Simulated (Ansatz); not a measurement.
The cell is built on a prototype and need not be the phase stable at ambient conditions.

By r2SCAN, the system below comes out a metal.

A figure of merit of an interconnect metal is its ballistic conductance per area.

Input:

```xyz
2
Lattice="3.1983 0.0000 0.0000 0.0000 4.5230 0.0000 0.0000 2.2615 2.2615" Properties=species:S:1:pos:R:3 pbc="T T T"
Ge     0.0000     0.0000     0.0000
Si     1.5991     2.2615     0.0000
```

Space group of this cell: Pm-3m, CsCl type. The cell was relaxed by PBE-D3(BJ); by r2SCAN its mean pressure is 1.6 GPa.

The current flows along the normal of the first two printed cell vectors. No spin-orbit coupling; the value is a mean over 0.1 eV about the Fermi level.

### Question
Give the ballistic conductance per area that r2SCAN in Ansatz (an electronic-structure program) yields.

### Answer
1.9 × 10¹⁵ S/m² for both spins.
